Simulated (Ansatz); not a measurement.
Ca in the fcc (Cu type) structure (space group Fm-3m, No. 225)

```xyz
1
Lattice="0.0000 2.7842 2.7842 2.7842 0.0000 2.7842 2.7842 2.7842 0.0000" Properties=species:S:1:pos:R:3 pbc="T T T"
Ca     0.0000     0.0000     0.0000
```

Method: Ansatz (a program for electronic structure) r2SCAN, scalar-relativistic without spin-orbit coupling. Γ-centred 14×14×14 mesh, Fermi–Dirac width 0.05 eV.

The volume per atom is 43.17 Å³. The density comes out as 1.54 g/cm³ and the band gap is zero. The total energy is -1821.674 eV/atom (σ→0; compares only within this code and set-up).

Stability against distortions was not tested.
